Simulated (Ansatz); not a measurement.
# Input and output of a self-consistent single point for YZnPO (R-3m, 8 atoms in the cell) (Ansatz)

Level of theory: LDA (PW92), default PAW files made with PBE (plane waves; Ansatz, a program for electronic structure).

This input was run:

Ansatz 0.2 input:
```yaml
crystal:
  lattice:
    - [1.94793400, 1.12464000, 10.13327200]
    - [-1.94793400, 1.12464000, 10.13327200]
    - [0.00000000, -2.24928000, 10.13327200]
  atoms:
    - { symbol: Y, position: [0.37981000, 0.37981000, 0.37981000] }
    - { symbol: Y, position: [0.62019000, 0.62019000, 0.62019000] }
    - { symbol: Zn, position: [0.19621700, 0.19621700, 0.19621700] }
    - { symbol: Zn, position: [0.80378300, 0.80378300, 0.80378300] }
    - { symbol: P, position: [0.88809300, 0.88809300, 0.88809300] }
    - { symbol: P, position: [0.11190700, 0.11190700, 0.11190700] }
    - { symbol: O, position: [0.30527700, 0.30527700, 0.30527700] }
    - { symbol: O, position: [0.69472300, 0.69472300, 0.69472300] }
basis:
  ecutwfc: 30.9 Ry
kpoints:
  mp_grid: { grid: [7, 7, 7] }
hamiltonian:
  xc: lda
  pseudopotentials: { kind: paw }
scf:
  occupations: { method: fixed }
output:
  forces: true
  eigenvalues: true
  stress: true
```

Output, abridged:

```
WARN ansatz: RAYON_NUM_THREADS=1 ignored (pool sized by the plan → 1); use --threads N
basis.fft_grid_basis auto: the FFT boxes are laid along the combinations [[1, 0, -1], [0, 1, -1], [0, 0, 1]] of the cell's own vectors, 3.896, 3.896 and 10.380 …
Pseudopotentials: kind: paw
Pseudopotential: Y, paw, valence charge 11
Pseudopotential: Zn, paw, valence charge 12
Pseudopotential: P, paw, valence charge 5
Pseudopotential: O, paw, valence charge 6
Crystal: 8 atoms, lattice volume = 133.195 Å³
Basis set: ecut = 420.4159175005146 eV, 2661 PW (Γ), FFT grids on a1−a3, a2−a3, a3
Bands: 42, of which v1, the nominal top of the filled ones, is band 34 counted from 1 (33 counted from 0)
Symmetry: 12 space group operations
Space group: R-3m (ITA 166), of the structure as read, at distance tolerance 5.1e-5 Å
k-points: 44 of 343
PAW frozen core: Y, regenerated for the run's functional, and the local potential with it
PAW frozen core: Zn, regenerated for the run's functional, and the local potential with it
PAW frozen core: P, regenerated for the run's functional, and the local potential with it
PAW frozen core: O, regenerated for the run's functional, and the local potential with it
Initial density: superposition of atomic densities (neutral atoms: chi_scale 0, normalization atom), corrected by the library's trained network
Initial wavefunctions: pseudopotential atomic-orbital guess
Eigensolver: davidson
Functional: x = slater, c = lda
SCF iter   1: F=—  HF=-16556.533761 eV  |F-HF|=—  |Δ(HF+E_count)|=         —  Δρ=1.10e-2  dr2=1.53e-1  ethr=1.77e-3  ⟨swp⟩=5.7  Hψ=7198  notcnv=0  defer=231
all-band conjugate gradients solve this SCF's bands
preconditioner: auto → Resta (q_TF=auto, 2.439 Å⁻¹)
SCF iter   2: F=—  HF=-16556.502113 eV  |F-HF|=—  |Δ(HF+E_count)|=   3.16e-2  Δρ=4.45e-3  dr2=2.04e-2  ethr=2.25e-4  ⟨swp⟩=2.2  Hψ=3450  notcnv=0  defer=263
SCF iter   3: F=—  HF=-16556.498123 eV  |F-HF|=—  |Δ(HF+E_count)|=   3.99e-3  Δρ=2.14e-3  dr2=4.76e-3  ethr=3.00e-5  ⟨swp⟩=2.8  Hψ=3027  notcnv=0  defer=264
SCF iter   4: F=—  HF=-16556.497196 eV  |F-HF|=—  |Δ(HF+E_count)|=   9.26e-4  Δρ=8.05e-4  dr2=1.06e-3  ethr=7.00e-6  ⟨swp⟩=3.1  Hψ=2844  notcnv=0  defer=264
SCF iter   5: F=—  HF=-16556.496957 eV  |F-HF|=—  |Δ(HF+E_count)|=   2.39e-4  Δρ=3.04e-4  dr2=1.36e-4  ethr=1.56e-6  ⟨swp⟩=2.0  Hψ=2773  notcnv=0  defer=264
SCF iter   6: F=—  HF=-16556.496925 eV  |F-HF|=—  |Δ(HF+E_count)|=   3.23e-5  Δρ=7.35e-5  dr2=1.25e-5  ethr=2.00e-7  ⟨swp⟩=2.0  Hψ=2711  notcnv=0  defer=262
SCF iter   7: F=—  HF=-16556.496920 eV  |F-HF|=—  |Δ(HF+E_count)|=   5.24e-6  Δρ=1.79e-5  dr2=7.02e-7  ethr=1.84e-8  ⟨swp⟩=2.3  Hψ=2353  notcnv=0  defer=259
SCF iter   8: F=-16556.496920 eV  HF=-16556.496920 eV  |F-HF|=7.20e-9  |Δ(HF+E_count)|=   9.60e-8  Δρ=3.83e-6  dr2=2.87e-8  ethr=1.47e-10  ⟨swp⟩=14.4  Hψ=10739  notcnv=0
SCF 1 converged in 8 iterations: F = -16556.496920 eV  dr2 = 2.87e-8
SCF converged after 8 iterations
Free energy (F): -16556.496920 eV
Harris-Foulkes:  -16556.496920 eV  (|F-HF|=7.20e-9)
Internal energy: -16556.496920 eV  (E = F + TS)
E sigma→0 (E₀):  -16556.496920 eV
Fermi energy:    9.881449 eV
--- Per-component energies (eV) ---
  E_band       = -117.391199
  E_kinetic    = 1363.714412
  E_local      = -5558.727280  (includes V_loc(G=0)·N_el)
  E_nonlocal   = 1506.865934
  E_hartree    = 2190.713160
  E_xc         = -886.302700
  E_vxc        = -818.094437  (∫ρ·V_xc dr)
  E_paw        = -10331.373015  (= ΣΔE_a)
  E_vpaw       = -992.581274  (= ΣTr[D̂ρ^β])
  E_aug_tail   = 0.004226  (compensation charges beyond the density's cutoff)
  E_ewald      = -4845.593658
  E_core_change = 4.202000  (= ΣΔE_core)
  E_smearing   = -0.000000  (= −TS)
  E_closure    = 0.000000  (closes the sum)
  Σ components = -16556.496920   (vs F -16556.496920, Δ=0.00e0)
--- Forces (eV/Å), atoms counted from 1 ---
  atom   1  Y      0.00000000     0.00000000    -0.40824914
  atom   2  Y      0.00000000    -0.00000000     0.40824914
  atom   3  Zn     0.00000000    -0.00000000     0.02862922
  atom   4  Zn     0.00000000     0.00000000    -0.02862922
  atom   5  P      0.00000000     0.00000000    -0.15805058
  atom   6  P      0.00000000    -0.00000000     0.15805058
  atom   7  O      0.00000000     0.00000000     0.10998762
  atom   8  O      0.00000000    -0.00000000    -0.10998762
  max |Σ_I F_I| component: 1.53e-16 eV/Å
--- Stress (GPa, compression-positive) ---
       -7.437222       0.000000       0.000000
        0.000000      -7.437222       0.000000
       -0.000000       0.000000      -7.248636
  P = ⅓ Tr σ = -7.3744 GPa (-73.744 kbar)
  The stress holds the Pulay correction. Without it, at fixed plane waves, as pw.x and ABINIT print it: P = -7.6470 GPa
--- Band table (eV; the first three rows and the last of 44) ---
  k-point 0: bands = ["-32.6167", "-32.5731", "-13.1920", "-12.6101", "-12.6101", "-12.5881", "-12.5388", "-12.5388", "-7.9968", "-7.9764", "-2.0413", "-1.1243", "2.1887", "2.1887", "2.2867", "2.2867", "2.3784", "2.5378", "2.5378", "2.7014", [...]
  k-point 1: bands = ["-32.6107", "-32.5709", "-13.1987", "-12.7619", "-12.6274", "-12.6007", "-12.5563", "-12.5486", "-7.8869", "-7.8710", "-1.8704", "-1.0064", "2.1727", "2.2234", "2.2615", "2.3194", "2.4022", "2.5282", "2.5967", "2.7027", [...]
  k-point 2: bands = ["-32.5963", "-32.5668", "-13.2424", "-13.0144", "-12.6823", "-12.6648", "-12.5716", "-12.5664", "-7.6674", "-7.6589", "-1.4092", "-0.7150", "2.1640", "2.2788", "2.3125", "2.3774", "2.4577", "2.5199", "2.5966", "2.7137", [...]
  k-point 43: bands = ["-32.6107", "-32.5709", "-13.1986", "-12.7620", "-12.6274", "-12.6006", "-12.5564", "-12.5486", "-7.8869", "-7.8705", "-1.9031", "-0.9614", "2.1730", "2.2232", "2.2705", "2.3195", "2.4194", "2.5283", "2.6102", "2.7014", [...]
```

The run converged in 8 iterations.

The starting cell comes from a database of computed structures (which also holds hypothetical and non-ambient phases and stackings), without a prior relaxation at this level. Its lattice was rescaled by up to half a per cent. With a pressure of about -7 GPa the cell is away from its equilibrium volume at this level. Ansatz's pressure includes its estimate of the finite-basis (Pulay) stress.
